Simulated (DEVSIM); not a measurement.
System: Pt/Al2O3/p-Si capacitor, at 300 K.

```
layer (left to right)  material  thickness (nm)  Na (cm⁻³)
---------------------  --------  --------------  ---------
1                         Al2O3            2.30          -
2                            Si             730     6.2e17
```

Metal gate on the left, work function 5.6 eV. Fixed charge at the semiconductor interface 0 cm⁻² (in units of +e); no interface traps.

Constants are typed, rounded textbook-type inputs, not results; the design itself was drawn at random and stands for no fabricated device. Values at 300 K.

```
parameter      Al2O3       Si
-------------  -----  -------
gap (eV)         6.8    1.124
affinity (eV)   1.35     4.05
permittivity       9     11.7
Nc (cm⁻³)          -  2.86e19
Nv (cm⁻³)          -   3.1e19
```

Simulated with DEVSIM: 1D Poisson equation in equilibrium, Boltzmann statistics, complete ionisation; no quantum confinement or tunnelling. Metal contacts follow the ideal Schottky-Mott rule: no Fermi-level pinning, no interface dipoles.

Base results: capacitance of the dielectric stack (μF/cm²) 3.46; flat-band voltage (V) 0.53; threshold voltage (band bending 2φF) (V) 1.58; minimum of the low-frequency capacitance (μF/cm²) 0.246.

What follows from this one change: substrate doping 6.2e+17 → 3.1e+16 cm^-3?

capacitance of the dielectric stack little changed (3.46 μF/cm²); flat-band voltage 0.53 → 0.60 V; threshold voltage (band bending 2φF) 1.58 → 1.40 V; minimum of the low-frequency capacitance 0.246 → 0.0634 μF/cm².

What follows from this one change: fixed charge 0 → 4.05e+12 cm^-2?

capacitance of the dielectric stack little changed (3.46 μF/cm²); flat-band voltage 0.53 → 0.34 V; threshold voltage (band bending 2φF) 1.58 → 1.39 V; minimum of the low-frequency capacitance little changed (0.243 μF/cm²).

What follows from this one change: interface trap density 0 → 2e+12 cm^-2 eV^-1?

capacitance of the dielectric stack little changed (3.46 μF/cm²); flat-band voltage 0.53 → 0.48 V; threshold voltage (band bending 2φF) 1.58 → 1.62 V; minimum of the low-frequency capacitance 0.246 → 0.497 μF/cm².

What follows from this one change: Al2O3 thickness 0.0023 → 0.0013 μm?

capacitance of the dielectric stack 3.46 → 6.13 μF/cm²; flat-band voltage little changed (0.53 V); threshold voltage (band bending 2φF) 1.58 → 1.52 V; minimum of the low-frequency capacitance little changed (0.249 μF/cm²).

What follows from this one change: gate work function 5.6 → 5.75 eV?

capacitance of the dielectric stack little changed (3.46 μF/cm²); flat-band voltage 0.53 → 0.68 V; threshold voltage (band bending 2φF) 1.58 → 1.73 V; minimum of the low-frequency capacitance little changed (0.241 μF/cm²).
